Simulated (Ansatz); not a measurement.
Computed with PBE (plane waves to 420 eV, PAW; Ansatz, a program for electronic structure).

Plane-averaged electrostatic potential energy along the normal, in eV from the Fermi level, for CO on the 1x1 (111) surface of fcc Rh, one in a 1x1 cell, started at the site 'bridge Rh-Rh (span 2.7 Å)':

```
z (Å)  V (eV)
-----  ------
5.49     5.06
5.78     5.06
6.07     5.06
6.36     5.06
6.64     5.05
6.93     5.03
7.22     4.99
7.51     4.90
7.80     4.70
8.09     4.29
8.38     3.38
8.67     1.40
8.96    -4.06
9.24   -14.57
9.53   -23.53
9.82   -25.21
10.11  -18.66
10.40   -8.01
10.69   -1.25
10.98   -1.65
11.27   -9.18
11.56  -19.79
11.84  -25.65
12.13  -23.37
12.42  -14.18
12.71   -4.22
13.00   -0.73
13.29   -3.97
13.58  -13.76
13.87  -23.05
14.16  -25.53
14.44  -19.70
14.73   -9.07
15.02   -1.18
15.31    0.38
15.60   -2.76
15.89  -12.30
16.18  -22.43
16.47  -26.28
16.76  -21.92
17.04  -12.33
17.33   -6.41
17.62   -9.40
17.91  -11.22
18.20   -6.48
18.49   -2.50
18.78   -4.57
19.07   -5.27
19.36   -1.57
19.64    4.10
19.93    6.58
20.22    7.15
20.51    7.32
20.80    7.37
21.09    7.38
21.38    7.39
21.67    7.39
21.96    7.39
22.24    7.39
22.53    7.39
22.82    7.39
23.11    7.39
23.40    7.39
```

Slab: 6 atoms, 6.5 Å thick at the start under the adsorbate (thin: gaps and levels are the slab's own); k 12x12x1, smearing 0.1 eV, dipole-corrected; 2 atoms held, the rest relaxed; held to the start's symmetry, so lower structures may exist; no spin, no spin-orbit, no U, no dispersion correction. At the end it is bonded to 3 Rh. In PBE it is, or lies within 0.03 eV of, the lowest of the starts that converged.

The surface cell has an area of 6.35 Å². What dipole along the normal does the step between the two vacuum levels imply?

the top vacuum level lies 2.33 eV above the bottom one; p = −ε₀ A ΔV (ε₀ = 0.005526 e/(V·Å)) gives -0.08 e·Å a cell.
